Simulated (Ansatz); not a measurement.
By PBEsol, the system below comes out a metal.

A figure of merit of an interconnect metal is its ballistic conductance per area.

Data:

```
CELL_PARAMETERS angstrom
      4.68085     0.00000     0.00000
     -2.34042     4.05373     0.00000
      2.34042     1.35124     0.95547
ATOMIC_POSITIONS crystal
  Ta 0.00000 0.00000 0.00000
```

The cell is taken as given; by PBEsol it stands under a pressure of -5.1 GPa.

The current flows along the normal of the first two printed cell vectors, the (111) plane of the conventional cell. No spin-orbit coupling; the value is a mean over 0.1 eV about the Fermi level.

Task: Give the ballistic conductance per area that PBEsol (Ansatz, an electronic-structure program) yields.

Result: 1.8 × 10¹⁵ S/m² for both spins.
